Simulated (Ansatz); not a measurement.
A computed series for TiAl: response to strain

The parent structure is TiAl (space group P4/mmm, No. 123; a = 2.766 Å, c = 4.002 Å; relaxed with 0.1 eV smearing). Axes: x, y, z lie along a, b, c of the conventional cell.

Strains are applied to the cell and any free atomic positions relax.

Computed with Ansatz (a quantum-chemistry and plane-wave program) LDA, no spin-orbit coupling.

Notes on the quantities. energy relative to the base: free energy F.

```csv
uniaxial strain ε_xx (%),energy relative to the base (meV/atom)
-3,9.8
-2.5,6.7
-2,?
-1.5,2.4
-1,1.0
-0.5,0.3
0,0.0
```

### Question
Fit ΔE = Aε² + Bε³ (ε in %) to the rows shown and predict the withheld row.

### Answer
Least squares on the printed values gives A = 1.01 and B = -0.025 meV/atom (largest residual 0.0 meV/atom); this predicts 4.3 meV/atom, and the run gives 4.3 meV/atom, in agreement.

Stability against distortions was not tested. The final runs are not spin-polarised.
